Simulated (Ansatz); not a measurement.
The parent structure is AlN in the zinc blende structure (space group F-43m, No. 216).

```xyz
2
Lattice="0.0000 2.1711 2.1711 2.1711 0.0000 2.1711 2.1711 2.1711 0.0000" Properties=species:S:1:pos:R:3 pbc="T T T"
Al     0.0000     0.0000     0.0000
N      1.0856     1.0856     1.0856
```

Cartesian axes are those of the cell as printed.

Level of theory: LDA (Ansatz, a quantum-chemistry and plane-wave program, PAW, spin-orbit coupling left out).

Before the change:

| Item | Result |
|---|---|
| Band gap | 3.25 eV |
| Electron mass | 0.52 mₑ along k, 0.32 mₑ across (at X) |
| Smallest direct gap | 4.39 eV |

It is then changed as follows: biaxial strain +1.25 %, plane normal [111], relaxed out of plane (Cartesian); in-plane vectors clamped, the third vector and the atoms free.

**Question.** How does this affect the valence-band top at Γ, band gap, electron mass and smallest direct gap?

**Answer.** The valence-band top at Γ (three highest levels, from the VBM) comes out as 0.00, -0.14, -0.14 eV; the band gap shrinks by 0.11 eV to 3.14 eV; the electron mass changes from 0.52 mₑ along k, 0.32 mₑ across (at X) to 0.53 mₑ along k, 0.32 mₑ across (at X); the smallest direct gap shrinks by 0.285 eV to 4.10 eV.

Masses are band curvatures over ±0.01 Å⁻¹ around the edge. Along k means along the line from Γ to the band edge. Whether these cells are dynamically stable was not tested. This is not the structure that AlN has at room temperature and ambient pressure.
